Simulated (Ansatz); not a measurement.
We consider RbGeBr3 (P2₁/m, No. 11, 10 atoms in the cell; start mp-1120721), described by G0W0@PBEsol+SOC (plane waves, hard PAW, contour deformation, complete-basis limit, spin–orbit shift from PBEsol; Ansatz, a quantum-chemistry and plane-wave program).

Numerical settings: largest k mesh 6×4×4 (not extrapolated in the mesh).

Cell (relaxed with PBEsol):

```xyz
10
Lattice="5.9851 0.0000 -0.0933 0.0000 7.6077 0.0000 -2.2792 0.0000 7.5765" Properties=species:S:1:pos:R:3 pbc="T T T"
Rb     0.3127     5.7058     5.1337
Rb     3.3931     1.9019     2.3495
Ge     0.0215     5.7058     0.5974
Ge     3.6843     1.9019     6.8858
Br     3.5518     5.7058     0.8338
Br     0.1541     1.9019     6.6494
Br     3.3155     3.8154     5.2555
Br     0.3903     3.7923     2.2277
Br     0.3903     7.6193     2.2277
Br     3.3155    -0.0116     5.2555
```

Task: Give the computed band gap.

Result: 
- band gap = 4.74 eV

Note: filled d or f shells below the valence bands can shift G0W0 gaps through exchange with them, which wasn't tested here; spin–orbit coupling enters as the shift of the gap found with a semilocal functional.

The computed numbers hold no vibrational or temperature effects.

A start named mp-… is a Materials Project structure, which need not be a measured phase.
